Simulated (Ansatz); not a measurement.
Band structure of Hf₂Hg (I4/mmm, 3 atoms in the cell).

```yaml
crystal:
  lattice:
    - [-1.65105, 1.65105, 5.75282]
    - [1.65105, -1.65105, 5.75282]
    - [1.65105, 1.65105, -5.75282]
  atoms:
    - { symbol: Hf, position: [0.66573, 0.66573, 0.00000] }
    - { symbol: Hf, position: [0.33427, 0.33427, 0.00000] }
    - { symbol: Hg, position: [0.00000, 0.00000, 0.00000] }
```

Level of theory: LDA (PW92), PAW files made with PBE (plane waves; Ansatz, a program for electronic structure).

Settings: kpoints.mp_grid.grid = 10 10 10; hamiltonian.xc = lda; hamiltonian.pseudopotentials = {kind: paw} (the program's default PAW files); scf.occupations.method = gaussian; scf.occupations.width = 0.05 eV; kpoints.band_path.npoints = 8.

The starting cell comes from a database of computed structures (which also holds hypothetical and non-ambient phases and stackings), without a prior relaxation at this level. Its lattice was rescaled by a random factor within 2.5 % of one. Spin-orbit coupling is off.

Levels in eV from the Fermi level, bands 33 to 40:
| point | 33 | 34 | 35 | 36 | 37 | 38 | 39 | 40 |
|---|---|---|---|---|---|---|---|---|
| Γ | -3.94 | -2.31 | -1.98 | 0.86 | 1.72 | 1.72 | 1.89 | 2.57 |
| X | -2.83 | -2.38 | -1.67 | -0.93 | 0.55 | 0.85 | 3.36 | 3.55 |
| Y | -2.81 | -2.31 | -1.88 | -0.97 | 0.50 | 1.17 | 3.30 | 3.53 |
| S | -3.78 | -2.59 | -0.98 | -0.91 | 0.55 | 0.81 | 1.23 | 1.41 |
| Z | -6.30 | -1.75 | -1.43 | 0.54 | 0.95 | 0.95 | 3.07 | 3.55 |
| S1 | -3.78 | -2.59 | -0.98 | -0.91 | 0.55 | 0.81 | 1.23 | 1.41 |
| N | -4.34 | -2.30 | -1.33 | -0.46 | 0.71 | 0.84 | 1.02 | 1.20 |
| P | -2.84 | -2.13 | -2.13 | -0.15 | -0.15 | 1.32 | 2.27 | 4.18 |
| Y1 | -2.81 | -2.31 | -1.88 | -0.97 | 0.50 | 1.17 | 3.30 | 3.53 |

Bands cross the Fermi level along this path, so the cell is metallic at this level.

Keys are those of Ansatz 0.2.
